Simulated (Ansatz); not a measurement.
Defect: interstitial Li in monoclinic ZrO2 with all lengths changed by +1 %, charge state +1. The step: Li moves alone to another site; the atom moves 3.26 Å along (0.00, 0.34, 0.50) of the unit cell; the moving atom starts with neighbours O at 1.83, O at 1.84, O at 2.01, O at 2.05 Å and ends with O at 1.83, O at 1.84, O at 2.01, O at 2.05 Å. DFT values are from Ansatz (plane-wave PAW, 420 eV unless said) in a cell of 96 host sites, spin-restricted, static, with no finite-size correction. The charge state is imposed; whether it is stable for some Fermi level was not computed. Sites that were not tried may lie lower. For the PBE band: the saddle point's order was not checked.

| Level | Forward barrier (eV) | Cost of the band or of the saddle's single point |
|---|---|---|
| PBE, the Γ point alone, band relaxed | 0.97 | around 40 core-minutes (rough) |
| PBE, a 2×2×2 k-point mesh shifted by half a step, same geometries | 0.98 | very roughly 10 core-minutes |

Ansatz is a quantum-chemistry and plane-wave program.
